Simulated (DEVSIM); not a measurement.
Structure: illuminated Si n-on-p cell, one wavelength, with a back-surface field, at 350 K.

| layer (left to right) | material | thickness (μm) | Nd (cm⁻³) | Na (cm⁻³) | τn (s) | τp (s) | absorption coefficient (cm⁻¹) |
|---|---|---|---|---|---|---|---|
| 1 | Si | 0.380 | 4e18 | - | 4.8e-6 | 1.4e-6 | 99000 |
| 2 | Si | 170 | - | 1.7e15 | 0.0026 | 8.8e-5 | 99000 |
| 3 | Si | 0.180 | - | 1.7e18 | 8.8e-5 | 8.8e-5 | 99000 |

Left contact: ohmic, minority hole recombination velocity 100 cm/s. Right contact: ohmic, minority electron recombination velocity 4e6 cm/s. Voltage is applied to the left contact. Recombination: SRH at mid-gap, radiative, Auger. Light enters at the left, 9.4e16 photons cm⁻² s⁻¹, one pass, no reflection. Mobility is μmin + (μ − μmin)/(1 + (N/Nref)^α).

The device is made up for the run: typed textbook-type constants, with dimensions and the other settings drawn at random. Values at 300 K; Nc and Nv go as T^1.5, mobilities as T to minus their exponent, the gap by Varshni's rule with the affinity fixed.

| parameter | Si |
|---|---|
| gap (eV) | 1.124 |
| affinity (eV) | 4.05 |
| permittivity | 11.7 |
| Nc (cm⁻³) | 2.86e19 |
| Nv (cm⁻³) | 3.1e19 |
| μn (cm²/Vs) | 1417 |
| μp (cm²/Vs) | 470 |
| μn,min | 52 |
| μp,min | 45 |
| Nref,n | 9.7e16 |
| Nref,p | 2.2e17 |
| αn | 0.68 |
| αp | 0.72 |
| T exponent of μn | 2.3 |
| T exponent of μp | 2.2 |
| B (cm³/s) | 4.7e-15 |
| Cn (cm⁶/s) | 2.8e-31 |
| Cp (cm⁶/s) | 9.9e-32 |
| Varshni α (eV/K) | 0.000473 |
| Varshni β (K) | 636 |

DEVSIM, 1D drift-diffusion, Boltzmann statistics, complete ionisation; no tunnelling, impact ionisation, image-force lowering or self-heating.

Problem. Tabulate band edges, carrier densities and field at -0.9 V on the left contact, in the dark.

Solution. Energies count from the Fermi level of the right contact; mesh points crowd at the junctions.

```csv
x (μm),Ec (eV),Ev (eV),n (cm⁻³),p (cm⁻³),field (V/cm)
0.000,0.966,-0.144,4.0e18,6.6e16,-1800
0.04452,0.966,-0.145,4.1e18,6.5e16,≈ 0
0.1542,0.966,-0.145,4.1e18,6.5e16,≈ 0
0.3045,0.966,-0.145,4.1e18,6.5e16,≈ 0
0.3779,0.975,-0.135,2.9e18,9.0e16,44000
0.4174,1.028,-0.083,5.1e17,5.1e17,15
0.5407,1.028,-0.083,5.1e17,5.1e17,≈ 0
1.127,1.028,-0.083,5.1e17,5.1e17,≈ 0
2.675,1.028,-0.083,5.0e17,5.1e17,≈ 0
7.058,1.026,-0.084,4.9e17,4.9e17,≈ 0
20.53,1.023,-0.088,4.5e17,4.5e17,≈ 0
84.51,0.999,-0.111,2.8e17,2.9e17,≈ 0
141.0,0.964,-0.147,1.7e17,1.7e17,≈ 0
160.2,0.946,-0.165,1.3e17,1.3e17,-11
168.1,0.936,-0.174,1.1e17,1.1e17,-12
169.6,0.935,-0.176,1.1e17,1.1e17,-13
170.1,0.934,-0.177,1.1e17,1.1e17,-13
170.3,0.934,-0.177,1.1e17,1.1e17,26
170.4,1.001,-0.109,1.1e16,1.0e18,41000
170.4,1.016,-0.094,5.5e15,1.7e18,≈ 0
170.5,1.016,-0.094,2.6e15,1.7e18,≈ 0
170.6,1.016,-0.095,4.7e14,1.7e18,-32
```
